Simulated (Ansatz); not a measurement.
Data:

```
CELL_PARAMETERS angstrom
      3.19906     0.00000     0.00000
      1.59953     2.77047     0.00000
      0.00000     0.00000     5.25742
ATOMIC_POSITIONS crystal
  Ga 0.33333 0.33333 0.00083
  Ga 0.66667 0.66667 0.50083
  N  0.33333 0.33333 0.37617
  N  0.66667 0.66667 0.87617
```

No spin polarisation.

Method: DFT with PBE, PAW potentials and a 420 eV plane-wave cutoff in Ansatz (a program for electronic structure), no SOC. Settings: 12×12×6 k-points, 0.05 eV Fermi–Dirac smearing.

Question: What space group does the calculation give?

Answer: P6_3mc (No. 186).

Question: Estimate the pressure (mean of the normal stresses, compression positive).

Answer: 1.65 GPa.

Question: What gap character does the calculation give?

Answer: Direct at Γ.

The cells carry an imposed strain or load. Stability against distortions was not tested. The cell was made from GaN in the wurtzite structure (space group P6_3mc, No. 186) by this change: biaxial strain −0.60 %, plane normal [001], relaxed out of plane.
